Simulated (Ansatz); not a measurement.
Input and output of a self-consistent single point for LuPt3 (P4mm, 4 atoms in the cell) (Ansatz, a program for electronic structure).

Method: PBEsol, default PAW files made with PBE (plane waves; Ansatz).

```
CELL_PARAMETERS angstrom
      4.02556     0.00000     0.00000
      0.00000     4.02556     0.00000
      0.00000     0.00000     4.02556
ATOMIC_POSITIONS crystal
  Lu 0.00000 0.00000 0.01242
  Pt 0.00000 0.50000 0.50000
  Pt 0.50000 0.00000 0.50000
  Pt 0.50000 0.50000 0.00000
```

Reference input (self-consistent single point, DFT, PBEsol, plane waves, default PAW files made with PBE): basis.ecutwfc = 420 eV; kpoints.mp_grid.grid = 8 8 8; hamiltonian.xc = pbesol; hamiltonian.pseudopotentials = {kind: paw} (the program's default PAW files); scf.occupations.method = fermi_dirac; scf.occupations.width = 0.1 eV. This run's input differs from it in these lines:

Ansatz 0.2 input:
```diff
@@ -14,3 +14,3 @@
   mp_grid:
-    grid: [8, 8, 8]
+    grid: [13, 13, 13]
 hamiltonian:
@@ -22,3 +22,3 @@
     method: fermi_dirac
-    width: 0.1 eV
+    width: 0.02 eV
 output:
```

Output, abridged:

```
SCF iter   1: F=—  HF=-51767.106987 eV  |F-HF|=—  |Δ(HF+E_count)|=         —  Δρ=7.56e-3  dr2=5.35e-2  ethr=1.77e-3  ⟨swp⟩=6.0  Hψ=41883  notcnv=0  defer=4
all-band conjugate gradients solve this SCF's bands
preconditioner: auto → Kerker (q_TF=auto, 2.817 Å⁻¹)
SCF iter   2: F=—  HF=-51767.097736 eV  |F-HF|=—  |Δ(HF+E_count)|=   9.25e-3  Δρ=4.03e-3  dr2=1.79e-2  ethr=6.77e-5  ⟨swp⟩=3.1  Hψ=20687  notcnv=0  defer=520
   [... lines left out ...]
SCF iter   5: F=—  HF=-51767.094419 eV  |F-HF|=—  |Δ(HF+E_count)|=   2.18e-4  Δρ=4.24e-4  dr2=2.07e-4  ethr=9.15e-7  ⟨swp⟩=2.7  Hψ=19413  notcnv=0  defer=522
SCF iter   6: F=—  HF=-51767.094381 eV  |F-HF|=—  |Δ(HF+E_count)|=   3.77e-5  Δρ=1.12e-4  dr2=7.18e-6  ethr=2.62e-7  ⟨swp⟩=2.1  Hψ=14467  notcnv=0  defer=522
SCF iter   7: F=—  HF=-51767.094401 eV  |F-HF|=—  |Δ(HF+E_count)|=   1.97e-5  Δρ=5.80e-5  dr2=2.16e-6  ethr=9.09e-9  ⟨swp⟩=2.5  Hψ=17406  notcnv=0  defer=522
SCF iter   8: F=-51767.094400 eV  HF=-51767.094400 eV  |F-HF|=4.89e-8  |Δ(HF+E_count)|=   5.02e-7  Δρ=8.78e-6  dr2=4.29e-8  ethr=1.27e-10  ⟨swp⟩=11.4  Hψ=67211  notcnv=0
SCF 1 converged in 8 iterations: F = -51767.094400 eV  dr2 = 4.29e-8
Free energy (F): -51767.094400 eV
Internal energy: -51767.090022 eV  (E = F + TS)
E sigma→0 (E₀):  -51767.092211 eV
Entropy (-TS):   -0.004378 eV (-1.095 meV/atom)
Fermi energy:    21.913716 eV
--- Forces (eV/Å), atoms counted from 1 ---
  atom   1  Lu    -0.00000000     0.00000000    -0.52492034
  atom   2  Pt     0.00000000     0.00000000     0.25977727
  atom   3  Pt     0.00000000     0.00000000     0.25977727
  atom   4  Pt    -0.00000000     0.00000000     0.00531695
--- Stress (GPa, compression-positive) ---
       -0.083958       0.000000       0.000000
        0.000000      -0.083958       0.000000
        0.000000       0.000000      -0.065705
  P = ⅓ Tr σ = -0.0779 GPa (-0.779 kbar)
  The stress holds the Pulay correction. Without it, at fixed plane waves, as pw.x and ABINIT print it: P = -0.1520 GPa
```

The run converged in 8 iterations. Against the reference run the free energy goes up by 7.7 meV/atom, the pressure goes from 0.17 to -0.08 GPa and the largest force moves little (0.520 to 0.525 eV/Å).

The starting cell comes from a database of computed structures (which also holds hypothetical and non-ambient phases and stackings), without a prior relaxation at this level. Its lattice was rescaled by up to half a per cent. One atom was moved a little off its site on purpose. Spin polarisation is off. Ansatz's pressure includes its estimate of the finite-basis (Pulay) stress.

Cost on one core of a shared machine: roughly 80 s.
